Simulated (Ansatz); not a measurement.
What biaxial strain +0.83 %, plane normal [111], relaxed out of plane does to NaCl

Take NaCl in the rock salt structure (space group Fm-3m, No. 225; a = 5.6015 Å) as the base. Axes: x, y, z lie along the cube axes.

It is then changed as follows: tensile biaxial strain of 0.83 % in the plane normal to [111], as in epitaxy on a mismatched substrate; the out-of-plane cell vector and the atoms relax.

All numbers come from PBEsol (Ansatz, a program for electronic structure; PAW; 420 eV plane waves; no spin-orbit coupling). Settings: 10×10×10 k-points, 0.05 eV Fermi–Dirac smearing.

```tsv
quantity	base	changed	shift
volume per atom	21.97 Å³	22.18 Å³	+0.21 Å³
space group	Fm-3m (No. 225)	R-3m (No. 166)	–
shortest interatomic distance	2.801 Å	2.810 Å	+0.009 Å
energy relative to the base (free energy F)	0 meV/atom	+0.4 meV/atom	+0.4 meV/atom
band gap	5.01 eV	4.94 eV	-0.07 eV
gap character	direct at Γ	direct at Γ	–
electron mass	0.39 mₑ (at Γ)	0.39 mₑ (at Γ)	–
valence-band top at Γ (three highest levels, from the VBM)	0.00, 0.00, 0.00 eV	0.00, -0.06, -0.06 eV	–
out-of-plane strain	–	-0.69 %	–
ratio −ε⊥/ε∥	–	0.83	–
mean in-plane stress (compression positive)	–	-0.4 GPa	–
```

Final structure (turned so that z lies along the plane normal):

```
NaCl
1.0
    3.99371     0.00000     0.00000
    1.99686     3.45866     0.00000
    1.99686    -1.15289     3.21171
Na Cl
1 1
Direct
  0.00000   0.00000   0.00000
  0.00000   0.50000   0.50000
```

Cost of the whole job for the changed cell (relaxation, final SCF and bands): very roughly 24 core-seconds.

Effective masses come from finite differences of ±0.01 Å⁻¹. Stability against distortions was not tested. k-point labels follow each cell's own Brillouin zone.
